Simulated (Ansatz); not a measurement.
The starting structures come from a database of crystals and need not be the phases stable at ambient conditions.

# Evanescent states of Mg(RhO$_{2}$)$_{2}$ (Fd-3m, spinel, not sure to be the ambient phase, 14 atoms a cell, 11.2 Å³ an atom, -3 GPa at this level) along the normal of (001)

Level of theory: PBEsol (plane waves, PAW; Ansatz, a quantum-chemistry and plane-wave program).

The gap is the functional's own, uncorrected, and κ follows it; spin-orbit coupling is left out. Mid-gap values are interpolated between the computed energies.

Energies count from the valence-band top; κ is the least over a 6×6 mesh across the current.

| E (eV) | κ (1/Å) | where |
|---|---|---|
| 0.04 | 0.133 | Γ |
| 0.10 | 0.203 | Γ |
| 0.17 | 0.226 | Γ |
| 0.24 | 0.227 | Γ |
| 0.32 | 0.226 | Γ |
| 0.39 | 0.222 | Γ |
| 0.46 | 0.217 | Γ |
| 0.53 | 0.209 | Γ |
| 0.59 | 0.199 | Γ |
| 0.67 | 0.186 | Γ |
| 0.73 | 0.171 | Γ |
| 0.81 | 0.152 | Γ |
| 0.88 | 0.128 | Γ |
| 0.94 | 0.095 | Γ |
| 1.01 | 0.031 | Γ |

How thick must the barrier be to attenuate the transmission by 10^8 when the electrodes' Fermi level lies at 0.53 eV, and what attenuation does that film give at 0.59 eV?

d = 8 ln 10 / (2 × 0.209) = 44.1 Å. At 0.59 eV it gives 8 × 0.199/0.209 = 7.6 decades.
